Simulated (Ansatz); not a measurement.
Effect of 4 layers on YN

The parent structure is YN in the rock salt structure (space group Fm-3m, No. 225; a = 4.896 Å). Axes: x, y, z lie along the cube axes.

The change: a free-standing slab of 4 layers (8 atoms, 2 a layer) is cut normal to the z axis, with 15 Å of vacuum and the in-plane cell held at bulk.

The values are results of Ansatz (a program for electronic structure), r2SCAN, PAW, cutoff 500 eV, no SOC, not measurements. Γ-centred 10×10×1 mesh, Fermi–Dirac width 0.05 eV, for the changed cell.

| quantity | base | changed | shift |
|---|---|---|---|
| layer's space group (with vacuum) | – | P4/nmm (No. 129) | – |
| band gap | 0.58 eV | 0.67 eV | +0.09 eV |
| gap character | – | direct at Γ | – |
| valence-band top at Γ (three highest levels, from the VBM) | 0.00, 0.00, 0.00 eV | 0.00, 0.00, -0.17 eV | – |
| excess energy per area of both faces (slab less bulk energy over the cell's area: twice a surface energy) | – | 2.26 J/m² | – |
| change of the spacing d12 from its bulk value of 2.448 Å | – | -4.1 % | – |
| change of the spacing d23 from its bulk value of 2.448 Å | – | +1.4 % | – |

Final structure:

```xyz
8
Lattice="3.4618 0.0000 0.0000 0.0000 3.4618 0.0000 0.0000 0.0000 22.3435" Properties=species:S:1:pos:R:3 pbc="T T T"
N      0.8654    -0.8654     7.6075
Y      2.5963     0.8654     7.5601
N      2.5963    -2.5963     9.9177
Y      4.3272    -0.8654     9.9444
N      4.3272    -4.3272    12.4258
Y      6.0581    -2.5963    12.3991
N      6.0581    -6.0581    14.7361
Y      7.7890    -4.3272    14.7834
```

The excess energy carries the mismatch between the slab's and the bulk's meshes. Stability against distortions was not tested. k-point labels follow each cell's own Brillouin zone.
